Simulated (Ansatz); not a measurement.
Consider the following.

```
CELL_PARAMETERS angstrom
      3.01745     0.00000     0.00000
     -1.50872     2.61319     0.00000
      0.00000     0.00000     9.87445
ATOMIC_POSITIONS crystal
  Si 0.00000 0.00000 0.00035
  Si 0.00000 0.00000 0.50035
  Si 0.66667 0.33333 0.75020
  Si 0.33333 0.66667 0.25020
  C  0.00000 0.00000 0.81285
  C  0.00000 0.00000 0.31285
  C  0.66667 0.33333 0.56223
  C  0.33333 0.66667 0.06223
```

No spin polarisation.

Computed with DFT with PBEsol, PAW potentials and a 420 eV plane-wave cutoff in Ansatz (an electronic-structure program), no spin-orbit coupling, earlier PAW set. k-mesh 12×12×4 (Γ-centred); smearing 0.05 eV (Fermi–Dirac).

Problem. Predict the smallest direct gap and valence-band top at Γ.

Solution. The smallest direct gap comes out as 3.27 eV and the valence-band top at Γ (three highest levels, from the VBM) comes out as 0.00, 0.00, -0.05 eV.

Load acts through the strain it causes; cell and atoms are relaxed under it. No phonon test of stability was made. No other phases were tried under pressure. The cell was made from SiC (space group P6_3mc, No. 186) by this change: pressure 15 GPa.
